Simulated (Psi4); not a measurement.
Psi4 1.11, TPSS/def2-tzvp: Ga(H) ([GaH]), 2 atoms. The geometry is a generated start, not checked to be a minimum at this level.

```yaml
task: energy
method: tpss
basis: def2-tzvp
memory: 3 GB
maxiter: 100
keys_of_the_molecule_block: symmetry c1
scf_type: df (default)
e_convergence: 1e-06 (default)
d_convergence: 1e-06 (default)
dft_radial_points: 75 (default)
dft_spherical_points: 302 (default)
basis_functions: 54
grid_points: 43172
```

```xyz
2

Ga     0.5668     0.1371    -0.7570
H     -0.5668    -0.1371     0.7570
```

With the defaults (diis = true, scf_initial_accelerator = adiis, damping_percentage = 0, guess = auto, which took SAD, diis_max_vecs = 10) it converges in 9 SCF iterations. One run each on 2 threads, with these changes:
- diis_max_vecs = 20
- diis_max_vecs = 3
- guess = modhuckel
- scf_initial_accelerator = ediis
- guess = core
- diis_max_vecs = 6
- guess = sapgau
- diis = false, scf_initial_accelerator = none, damping_percentage = 60
- scf_initial_accelerator = none

### Question
Which runs fail or end elsewhere than the default run?

### Answer
No convergence: diis = false, scf_initial_accelerator = none, damping_percentage = 60 (the run ends without SCF convergence in 100 iterations). The rest reach the solution of the defaults.

| setting | SCF iterations | end |
|---|---|---|
| guess = sapgau | 7 | same solution |
| guess = modhuckel | 8 | same solution |
| the defaults | 9 | same solution |
| scf_initial_accelerator = none | 9 | same solution |
| diis_max_vecs = 20 | 9 | same solution |
| diis_max_vecs = 3 | 9 | same solution |
| scf_initial_accelerator = ediis | 9 | same solution |
| diis_max_vecs = 6 | 9 | same solution |
| guess = core | 10 | same solution |
| diis = false, scf_initial_accelerator = none, damping_percentage = 60 | 100 | no convergence |

1 further run of the study ended by our limits or in an error and is left out.
